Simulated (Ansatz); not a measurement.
# Mg2Ge: energy against strain

Mg2Ge (antifluorite, Fm-3m, 21.483 Å³/atom at rest, cube axes along x, y and z) under a strain ε along a cube axis (axis z), the other axes held. PBEsol in Ansatz, a plane-wave DFT program (PAW, default set), 420 eV, 13×13×13 Γ-centred mesh, Fermi-Dirac smearing 0.05 eV; ions are relaxed within the symmetry of each cell.

Here s stands for strain and y for E less E0.

```
strain (%)  E less E0 (meV/atom)
----------  --------------------
-1.50                       1.74
-1.00                       0.77
-0.50                       0.19
0.00                        0.00
0.50                        0.19
1.00                        0.74
1.50                        1.66
3.00                           ?
```

Q: Fit y against s with a parabola, and predict the withheld value at s = 3.00.

A: Least squares gives y = 0.000 - 0.0214·s + 0.7552·s². Residuals (row less fit): 0.009, -0.007, -0.009, 0.000, 0.012, 0.006, -0.007; standard error 0.010 (degrees of freedom: 4). Twice the quadratic coefficient over the volume, 2 × 0.7552 meV × 10⁴ × 0.1602 / 21.483 Å³, is the elastic constant C11 = 113 ± 0.7 GPa. At the withheld row, y = 0.000 - 0.0214 × 3.0 + 0.7552 × 3.0² = 6.733 meV/atom. The calculation gives 6.50 meV/atom, 0.233 meV/atom below the prediction (3.6 % of the range of y in the table). The row lies outside the fitted rows, so this is an extrapolation. From the scatter of the fitted rows alone, a prediction at this place has a standard error of 0.040 meV/atom, so the miss is 5.8 times that.

One order more, fitted to all 13 runs of the series, follows each within 0.01, so the miss is the next term of a smooth law. This level leaves no gap over 0.05 eV at strain -1.50, -1.00, 3.00, where the mesh may be coarse. Rows are the converged runs of the series near zero and its far end; series whose fitted rows scatter by over a few per cent of the range, as at a crossing or softening among them, aren't shown in this form. Most that stay on the fit to the last digits aren't either.
